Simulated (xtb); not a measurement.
xtb 6.7.1, GFN1-xTB: Fc1ccsc1-c1cc2sccc2s1, 19 atoms. The geometry is a generated start, not checked to be a minimum at this level.

| Item | Value |
|---|---|
| run flags | --grad |
| method | GFN1-xTB |
| --acc | 1 (default) |
| --etemp (K) | 300 (default) |
| basis functions | 84 |
| valence electrons | 70 |

```xyz
19

F     -1.8741    -0.2822    -2.5095
C     -2.3608    -0.4644    -1.2723
C     -3.7243    -0.7869    -1.0668
C     -4.0087    -0.9289     0.2704
S     -2.6297    -0.6710     1.2464
C     -1.6103    -0.3601    -0.1166
C     -0.1992    -0.0482     0.0484
C      0.5012     0.0427     1.2405
C      1.8748     0.3678     1.0300
S      3.2543     0.6222     2.0687
C      4.2372     0.9251     0.6979
C      3.5661     0.8412    -0.5004
C      2.1921     0.5159    -0.2881
S      0.8130     0.2609    -1.3151
H     -4.4528    -0.9073    -1.8577
H     -4.9598    -1.1718     0.7246
H      0.0747    -0.1110     2.2237
H      5.2840     1.1551     0.8447
H      4.0223     1.0009    -1.4689
```

One run each on 1 thread. Values of broydamp tried: 0.02, 0.05, 0.1, 0.2, 0.4 (default), 0.6, 0.8, 1.

Question: Which value of broydamp needs the fewest SCC iterations, and what happens away from it?

Answer: Fewest SCC iterations, within one of each other: 0.2 with 12, 0.4 (default) with 11, 0.6 with 12. The count rises to 17 at 0.02. All converge to one solution.

| broydamp | SCC iterations | end |
|---|---|---|
| 0.02 | 17 | same solution |
| 0.05 | 15 | same solution |
| 0.1 | 14 | same solution |
| 0.2 | 12 | same solution |
| 0.4 (default) | 11 | same solution |
| 0.6 | 12 | same solution |
| 0.8 | 13 | same solution |
| 1 | 15 | same solution |
